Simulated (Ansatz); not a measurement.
# BP, response to strain

The parent structure is BP in the zinc blende structure (space group F-43m, No. 216; a = 4.537 Å). Axes: x, y, z lie along the cube axes.

Strains are applied to the cell and any free atomic positions relax; under biaxial strain the out-of-plane vector relaxes too.

Computed with r2SCAN (Ansatz, a first-principles code; PAW; 500 eV plane waves; no SOC).

Notes on the quantities. energy relative to the base: free energy F.

```csv
variant,out-of-plane strain,energy relative to the base,smallest direct gap
base,–,0 meV/atom,3.60 eV
"biaxial strain −3.00 %, plane normal [001], relaxed out of plane",+1.22 %,+28 meV/atom,3.45 eV
"biaxial strain −2.50 %, plane normal [001], relaxed out of plane",+1.02 %,+19 meV/atom,3.47 eV
"biaxial strain −2.00 %, plane normal [001], relaxed out of plane",+0.81 %,+12 meV/atom,3.50 eV
"biaxial strain −1.50 %, plane normal [001], relaxed out of plane",+0.61 %,+6.8 meV/atom,3.52 eV
"biaxial strain −1.00 %, plane normal [001], relaxed out of plane",+0.41 %,+3.0 meV/atom,3.55 eV
"biaxial strain −0.50 %, plane normal [001], relaxed out of plane",+0.20 %,+0.7 meV/atom,3.58 eV
```

Whether these cells are dynamically stable was not tested.
